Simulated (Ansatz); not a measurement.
Take Ga2O3 (space group C2/m, No. 12) as the base.

```xyz
10
Lattice="6.1389 -1.5237 0.0000 6.1389 1.5237 0.0000 -1.3782 0.0000 5.6446" Properties=species:S:1:pos:R:3 pbc="T T T"
Ga     0.0147     0.0000     4.4889
Ga    10.8849     0.0000     1.1557
Ga     7.6549     0.0000     1.7749
Ga     3.2447     0.0000     3.8697
O      1.8779     0.0000     0.6182
O      9.0217     0.0000     5.0265
O      1.3513     0.0000     3.1767
O      9.5483     0.0000     2.4679
O      5.7404     0.0000     1.4449
O      5.1592     0.0000     4.1997
```

Cartesian axes are those of the cell as printed.

Calculations: plane-wave PAW DFT at the PBEsol level (Ansatz, an electronic-structure program, 420 eV), without spin-orbit coupling.

For the base:

The band gap comes out as 2.22 eV.

Modification: a pure shear with ε_xy = ε_yx = -0.0087, atoms relaxed at fixed cell.

**Question.** Estimate the effect on the stress.

**Answer.** The stress (xx, yy, zz, yz, xz, xy; compression positive) amounts to (0.01, -0.02, 0.03, 0.32, -0.01, 1.59) GPa.

**Question.** What happens to the largest internal atomic displacement?

**Answer.** The largest internal atomic displacement amounts to 0.015 Å.

**Question.** Predict the new energy relative to the base.

**Answer.** The energy goes up by 0.9 meV/atom.

**Question.** Estimate the effect on the band gap.

**Answer.** The band gap is nearly the same (2.22 eV against 2.21 eV).

**Question.** What happens to the electron mass?

**Answer.** The electron mass amounts to 0.24 mₑ along y, 0.22 mₑ across (at Γ).

The cells carry an imposed strain or load. Masses are band curvatures over ±0.01 Å⁻¹ around the edge. Stability against distortions was not tested.
